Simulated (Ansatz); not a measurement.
Start from Ge in the diamond structure (space group Fd-3m, No. 227; a = 5.676 Å).

Level of theory: PBEsol (Ansatz, an electronic-structure program, PAW, scalar-relativistic without spin-orbit coupling).

Base values:

```
Item        Value
--------  -------
Pressure  0.0 GPa
Band gap     zero
```

Perturbation: the cell is scaled by 1.0300 in all directions; the atoms relax in the strained cell.

Task: What does the calculation give for the pressure after the change?

Result: The pressure goes from zero to -4.8 GPa.

Task: Estimate the effect on the energy relative to the base.

Result: The energy increases by 35 meV/atom.

Task: What does the calculation give for the band gap after the change?

Result: The band gap stays zero.

No phonon test of stability was made. The zero or small gap of Ge can change with the level of theory.
